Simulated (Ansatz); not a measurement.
**ZnSe, response to strain**

Base system: ZnSe in the zinc blende structure (space group F-43m, No. 216; a = 5.666 Å). Axes: x, y, z lie along the cube axes.

Strains are applied to the cell and any free atomic positions relax.

Method: Kohn–Sham DFT with the r2SCAN functional, run in Ansatz (a program for electronic structure) with PAW and 500 eV plane waves, no spin-orbit coupling.

Candidates:
(a) uniaxial strain ε_zz = +3.00 %
(b) uniaxial strain ε_zz = +2.00 %
(c) uniaxial strain ε_zz = +1.50 %

Before the change:

```
Quantity   Result
--------  -------
Band gap  1.87 eV
```

Question: Order them by band gap, highest first.

Answer: (c) uniaxial strain ε_zz = +1.50 % (1.78 eV), (b) uniaxial strain ε_zz = +2.00 % (1.76 eV), (a) uniaxial strain ε_zz = +3.00 % (1.70 eV)

Stability against distortions was not tested.
